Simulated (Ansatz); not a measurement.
## What isotropic strain −1.50 % does to SiC

Base system: SiC (space group P6_3mc, No. 186; a = 3.0941 Å, c = 10.1293 Å).

Now apply this change: every lattice vector is shortened by 1.50 %; the atoms relax in the strained cell.

All numbers come from Ansatz (an electronic-structure program) PBE, no spin-orbit coupling. Settings: 12×12×4 k-points, 0.05 eV Fermi–Dirac smearing.

The volume per atom shrinks by 0.47 Å³, from 10.50 Å³ to 10.03 Å³ and the space group stays P6_3mc (No. 186). The shortest interatomic distance drops by 0.028 Å (1.893 Å → 1.865 Å) and the energy rises by 15 meV/atom. The pressure (mean of the normal stresses, compression positive) goes from zero to 10.56 GPa and the band gap hardly moves (2.22 eV against 2.23 eV). The gap character stays indirect, Γ → M and the smallest direct gap increases by 0.02 eV, from 3.34 eV to 3.36 eV. The mean gap deformation potential ΔEg/Δln V amounts to -0.2 eV and the width of the top valence band goes up by 0.07 eV (2.42 eV → 2.49 eV). The valence-band top at Γ (three highest levels, from the VBM) stays 0.00, 0.00, -0.05 eV.

Final structure:

```yaml
crystal:
  lattice:
    - [3.04773, 0.00000, 0.00000]
    - [-1.52387, 2.63941, 0.00000]
    - [0.00000, 0.00000, 9.97732]
  atoms:
    - { symbol: Si, position: [0.00000, 0.00000, 0.50033] }
    - { symbol: Si, position: [0.00000, 0.00000, 0.00033] }
    - { symbol: Si, position: [0.33333, 0.66667, 0.25022] }
    - { symbol: Si, position: [0.66667, 0.33333, 0.75022] }
    - { symbol: C, position: [0.00000, 0.00000, 0.31285] }
    - { symbol: C, position: [0.00000, 0.00000, 0.81285] }
    - { symbol: C, position: [0.33333, 0.66667, 0.06223] }
    - { symbol: C, position: [0.66667, 0.33333, 0.56223] }
```

Whether these cells are dynamically stable was not tested.
